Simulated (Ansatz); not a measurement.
Results of r²SCAN in Ansatz (plane waves, PAW) for quartz-high SiO2 (high-temperature phase).

Input file:

Ansatz 0.2 input:
```yaml
crystal:
  lattice:
    - [5.0808834116, 0.0, 0.0]
    - [-2.5404417058, 4.4001741081, 0.0]
    - [0.0, 0.0, 5.5584538404]
  atoms:
    - { symbol: Si, position: [0.0, 0.5, 0.3333333333] }
    - { symbol: Si, position: [0.5, 0.0, 0.0] }
    - { symbol: Si, position: [0.5, 0.5, 0.6666666667] }
    - { symbol: O, position: [0.5844168049, 0.7922084025, 0.8333333333] }
    - { symbol: O, position: [0.7922084025, 0.5844168049, 0.5] }
    - { symbol: O, position: [0.2077915975, 0.7922084025, 0.1666666667] }
    - { symbol: O, position: [0.4155831951, 0.2077915975, 0.8333333333] }
    - { symbol: O, position: [0.2077915975, 0.4155831951, 0.5] }
    - { symbol: O, position: [0.7922084025, 0.2077915975, 0.1666666667] }
basis:
  ecutwfc: 560
  ecutrho_ratio: 4
  xc_grid: 3
kpoints:
  mp_grid: { grid: [12, 12, 6] }
  band_path:
    path:
      - [0.0, 0.0, 0.0]
      - [0.083333, 0.0, 0.0]
      - [0.166667, 0.0, 0.0]
      - [0.25, 0.0, 0.0]
      - [0.333333, 0.0, 0.0]
      - [0.416667, 0.0, 0.0]
      - [0.5, 0.0, 0.0]
      - [0.444444, 0.111111, 0.0]
      - [0.388889, 0.222222, 0.0]
      - [0.333333, 0.333333, 0.0]
      - [0.291667, 0.291667, 0.0]
      - [0.25, 0.25, 0.0]
      - [0.208333, 0.208333, 0.0]
      - [0.166667, 0.166667, 0.0]
      - [0.125, 0.125, 0.0]
      - [0.083333, 0.083333, 0.0]
      - [0.041667, 0.041667, 0.0]
      - [0.0, 0.0, 0.1]
      - [0.0, 0.0, 0.2]
      - [0.0, 0.0, 0.3]
      - [0.0, 0.0, 0.4]
      - [0.0, 0.0, 0.5]
      - [0.083333, 0.0, 0.5]
      - [0.166667, 0.0, 0.5]
      - [0.25, 0.0, 0.5]
      - [0.333333, 0.0, 0.5]
      - [0.416667, 0.0, 0.5]
      - [0.5, 0.0, 0.5]
      - [0.444444, 0.111111, 0.5]
      - [0.388889, 0.222222, 0.5]
      - [0.333333, 0.333333, 0.5]
      - [0.291667, 0.291667, 0.5]
      - [0.25, 0.25, 0.5]
      - [0.208333, 0.208333, 0.5]
      - [0.166667, 0.166667, 0.5]
      - [0.125, 0.125, 0.5]
      - [0.083333, 0.083333, 0.5]
      - [0.041667, 0.041667, 0.5]
      - [0.5, 0.0, 0.4]
      - [0.5, 0.0, 0.3]
      - [0.5, 0.0, 0.2]
      - [0.5, 0.0, 0.1]
      - [0.333333, 0.333333, 0.4]
      - [0.333333, 0.333333, 0.3]
      - [0.333333, 0.333333, 0.2]
      - [0.333333, 0.333333, 0.1]
    npoints: 1
hamiltonian:
  xc: r2scan
  dispersion: none
  pseudopotentials: { kind: paw }
scf:
  occupations: { method: fermi_dirac, width: 0.01 }
  convergence: { dr2_threshold: 0.0000000009 }
output:
  forces: true
  stress: true
  eigenvalues: true
  write_bands: true
```

The run printed, among other lines:

```
Crystal: 9 atoms, lattice volume = 124.269 Å³
Basis set: ecut = 560 eV, 3753 PW (Γ), exchange–correlation on 120×120×135 points (27 copies of the dense FFT grid, shifted against one another)
Bands: 33, of which v1, the nominal top of the filled ones, is band 24 counted from 1 (23 counted from 0)
Symmetry: 12 space group operations
Space group: P6422 (ITA 181), of the structure as read, at distance tolerance 5.0e-5 Å
k-points: 76 of 864 (time reversal used)
Functional: x = r2scan, c = r2scan; τ floored in thin density (d = 2e-4 eV/Å³)
SCF iter   1: F=—  HF=-5339.950004 eV  |F-HF|=—  |Δ(HF+E_count)|=         —  Δρ=6.65e-3  dr2=5.26e-2  dr2_τ=7.58e-1
SCF iter   2: F=—  HF=-5340.198806 eV  |F-HF|=—  |Δ(HF+E_count)|=   2.49e-1  Δρ=4.48e-3  dr2=1.59e-2  dr2_τ=1.17e-3
  ...
SCF iter   7: F=—  HF=-5340.196390 eV  |F-HF|=—  |Δ(HF+E_count)|=   3.88e-5  Δρ=7.93e-6  dr2=6.68e-8  dr2_τ=2.29e-9
SCF iter   8: F=-5340.196390 eV  HF=-5340.196390 eV  |F-HF|=4.18e-11  |Δ(HF+E_count)|=   7.95e-9  Δρ=5.22e-7  dr2=2.90e-10  dr2_τ=1.76e-11
SCF 1 converged in 8 iterations: F = -5340.196390 eV  dr2 = 2.90e-10
SCF converged after 8 iterations
Free energy (F): -5340.196390 eV
Internal energy: -5340.196390 eV  (E = F + TS)
E sigma→0 (E₀):  -5340.196390 eV
Fermi energy:    4.430105 eV
--- Forces (eV/Å), atoms counted from 1 ---
  atom   1  Si     0.00000000    -0.00000000    -0.00000000
  atom   2  Si     0.00000000     0.00000000     0.00000000
  atom   3  Si    -0.00000000    -0.00000000     0.00000000
  atom   4  O     -0.12081483    -0.06975247    -0.00000000
  atom   5  O     -0.00000000    -0.13950494     0.00000000
  atom   6  O      0.12081483    -0.06975247     0.00000000
  atom   7  O      0.12081483     0.06975247    -0.00000000
  atom   8  O      0.00000000     0.13950494     0.00000000
  atom   9  O     -0.12081483     0.06975247     0.00000000
--- Stress (GPa, compression-positive) ---
       -2.453552       0.000000       0.000000
        0.000000      -2.453552       0.000000
        0.000000       0.000000      -2.328360
  P = ⅓ Tr σ = -2.4118 GPa (-24.118 kbar)
```

The PAW data were made under PBE.

Note: symmetry holds this phase in the static calculation, where it need not be a minimum. Note: held by symmetry at 0 K, a high-temperature phase can be a saddle point. Note: cell and atoms aren't relaxed at this level (largest force component 0.14 eV/Å, pressure -2.4 GPa).

It cost roughly 120 core-seconds of CPU time.

Ansatz is a quantum-chemistry and plane-wave program.
